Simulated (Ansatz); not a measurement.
**BP (model structure, started from the WC type, P-6m2, No. 187, 2 atoms in the cell)**

Method: r²SCAN (PAW; Ansatz, a program for electronic structure).

Numerical settings: plane-wave cutoff 500 eV, 18×18×14 k mesh (along the axes of the cell as run), Fermi–Dirac smearing 0.05 eV, scalar-relativistic PAW data made under PBE.

Cell (relaxed at this level):

Space group P-6m2 (No. 187); a = b = 3.032 Å, c = 2.611 Å, α = β = 90.00°, γ = 120.00°

```csv
atom,site,symmetry,x,y,z
B,1a,-6m2,0.0000,0.0000,0.0000
P,1f,-6m2,0.6667,0.3333,0.5000
```

For BP (model structure, started from the WC type, P-6m2, No. 187, 2 atoms in the cell), the band gap is zero (no gap).

Note: the relaxation could raise the start's symmetry but not lower it, so the cell can be a saddle point.

Computed values are for the static lattice.

A model structure was made by putting elements into a prototype or built by hand; it is no filed structure, need not be a known phase, and can be a saddle point held by its symmetry.
